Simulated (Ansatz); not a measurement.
The starting structures come from a database of crystals and need not be the phases stable at ambient conditions.

By PBEsol, the system below comes out a metal.

Data:

```
CELL_PARAMETERS angstrom
      4.35814     0.00000     0.00000
     -2.17907     3.77426     0.00000
      2.17907     1.25809     0.88960
ATOMIC_POSITIONS crystal
  Pd 0.00000 0.00000 0.00000
```

Space group of this cell: Im-3m, bcc (W type). The cell is strained (all lengths scaled by 0.98).

The current flows along the normal of the first two printed cell vectors, the (111) plane of the conventional cell. No spin-orbit coupling; the value is a mean over 0.1 eV about the Fermi level.

Problem. Give the ballistic conductance per area that PBEsol (Ansatz, a program for electronic structure) yields.

Solution. 1.7 × 10¹⁵ S/m² for both spins.
